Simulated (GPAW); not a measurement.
# A short convergence ladder for Os (P6_3/mmc, 2 atoms in the cell)

```yaml
crystal:
  lattice:
    - [1.35817, -2.35243, 0.00000]
    - [1.35817, 2.35243, 0.00000]
    - [0.00000, 0.00000, 4.29840]
  atoms:
    - { symbol: Os, position: [0.33333, 0.66667, 0.25000] }
    - { symbol: Os, position: [0.66667, 0.33333, 0.75000] }
```

Base method: PBE, GPAW PAW datasets PBE (gpaw-data 1.0.1) (plane waves; GPAW).

Base settings: mode = pw; ecut = 550 eV; xc = PBE; kpts = 8 8 5; mesh shift (steps) = 0 0 0; occupations.name = fermi-dirac; occupations.width = 0.1 eV; nbands = -6; convergence.forces = 0.001 eV/Å; symmetry.symmorphic = false.

Core times come from one kind of shared machine, to one figure; runs under 30 s give none.

**Zone-centre phonons against the cutoff**

In this ladder: symmetry.symmorphic = default; symmetry.tolerance = default; convergence.density = 1e-05 e/electron; symmetry.point_group = false; displacement = 0.02 Å.

The mesh stays at the base's, so the ladder's end is converged at best in this setting alone.

Frequencies are those of the unrelaxed cell, without the LO-TO term of polar crystals.

Only quantities that move along the ladder and can be compared are tabulated.

```csv
ecut,highest zone-centre frequency (cm⁻¹),core time / last (rough)
275 eV,242.9,0.8
385 eV,241.4,0.5
470 eV,240.6,0.9
550 eV,240.7,1
```

Coarsest ecut that holds the highest zone-centre frequency within 1 cm⁻¹ of the last step, with all finer ones: 385 eV; the step before is off by 2.2 cm⁻¹.

On the base run: the starting cell has typed, rounded lattice constants, without a prior relaxation at this level. Its lattice was rescaled by up to half a per cent. Spin polarisation is off. In the base run, with a pressure of about 14 GPa the cell is away from its equilibrium volume at this level.
